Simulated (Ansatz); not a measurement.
Consider IrO2 in the rutile structure (space group P4_2/mnm, No. 136; a = 4.472 Å, c = 3.154 Å).

Structures relaxed with Kohn–Sham DFT with the PBEsol functional, run in Ansatz (a first-principles code) with PAW and 420 eV plane waves, no spin-orbit coupling.

Base:

Simulated powder pattern, Cu Kα1, λ = 1.54056 Å (kinematic, ideal powder, no thermal factors, no anomalous dispersion; the 14 strongest lines at most, above 2 %, up to 2θ = 90°):

```json
[
 {"2θ (°)": "28.20", "I/Imax (%)": "100", "hkl": "(110)"},
 {"2θ (°)": "34.78", "I/Imax (%)": "98", "hkl": "(101)"},
 {"2θ (°)": "40.30", "I/Imax (%)": "29", "hkl": "(200)"},
 {"2θ (°)": "54.27", "I/Imax (%)": "69", "hkl": "(211)"},
 {"2θ (°)": "58.31", "I/Imax (%)": "15", "hkl": "(220)"},
 {"2θ (°)": "58.48", "I/Imax (%)": "8.3", "hkl": "(002)"},
 {"2θ (°)": "66.01", "I/Imax (%)": "17", "hkl": "(310)"},
 {"2θ (°)": "66.17", "I/Imax (%)": "19", "hkl": "(112)"},
 {"2θ (°)": "69.72", "I/Imax (%)": "19", "hkl": "(301)"},
 {"2θ (°)": "73.42", "I/Imax (%)": "11", "hkl": "(202)"},
 {"2θ (°)": "83.73", "I/Imax (%)": "17", "hkl": "(321)"},
 {"2θ (°)": "87.10", "I/Imax (%)": "4.6", "hkl": "(400)"},
 {"2θ (°)": "87.25", "I/Imax (%)": "10", "hkl": "(222)"}
]
```

The change: cell and atoms relaxed at a pressure of 3 GPa.

Q: Predict the new powder pattern.

A: 
Simulated powder pattern, Cu Kα1, λ = 1.54056 Å (kinematic, ideal powder, no thermal factors, no anomalous dispersion; the 14 strongest lines at most, above 2 %, up to 2θ = 90°):

```csv
2θ (°),I/Imax (%),hkl
28.32,100,(110)
34.87,98,(101)
40.48,30,(200)
54.47,69,(211)
58.59,23,(002)
66.33,35,(112)
70.02,19,(301)
73.63,11,(202)
84.13,17,(321)
87.57,15,(222)
```

The indices refer to the base's conventional cell; one index is shown for lines that coincide.

Load acts through the strain it causes; cell and atoms are relaxed under it. Whether these cells are dynamically stable was not tested. No Hubbard U is applied, and correlation can decide whether such a compound is a metal. All final runs are without spin polarisation.
